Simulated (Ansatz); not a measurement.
System: MgO (Pm-3n, No. 223, 12 atoms in the cell; start mp-1101930; a measured phase of this formula has another space group). Method: r²SCAN (Ansatz, an electronic-structure program, PAW).

Numerical settings: plane-wave cutoff 560 eV, 6×6×6 k mesh, Fermi–Dirac smearing 0.01 eV, scalar-relativistic PAW data made under PBE.

Cell (relaxed at this level):

```cif
data_Mg6O6
_chemical_formula_sum 'Mg6 O6'
_space_group_name_H-M_alt 'P 1'
_space_group_IT_number 1
_cell_length_a 5.57518
_cell_length_b 5.57518
_cell_length_c 5.57518
_cell_angle_alpha 90.000
_cell_angle_beta 90.000
_cell_angle_gamma 90.000
loop_
_space_group_symop_operation_xyz
  'x, y, z'
loop_
_atom_site_label
_atom_site_type_symbol
_atom_site_fract_x
_atom_site_fract_y
_atom_site_fract_z
_atom_site_occupancy
Mg1 Mg 0.25000 0.00000 0.50000 1
Mg2 Mg 0.75000 0.00000 0.50000 1
Mg3 Mg 0.50000 0.75000 0.00000 1
Mg4 Mg 0.50000 0.25000 0.00000 1
Mg5 Mg 0.00000 0.50000 0.75000 1
Mg6 Mg 0.00000 0.50000 0.25000 1
O1 O 0.25000 0.50000 0.00000 1
O2 O 0.75000 0.50000 0.00000 1
O3 O 0.00000 0.75000 0.50000 1
O4 O 0.00000 0.25000 0.50000 1
O5 O 0.50000 0.00000 0.75000 1
O6 O 0.50000 0.00000 0.25000 1
```

Problem. Predict the band gap.

Solution. 
band gap: 3.40 eV (on the SCF k mesh)

Note: the relaxation could not lower the start's symmetry, so the cell can be a saddle point above a distorted one.

Computed values are for the static lattice.

A start named mp-… is a Materials Project structure, which need not be a measured phase.
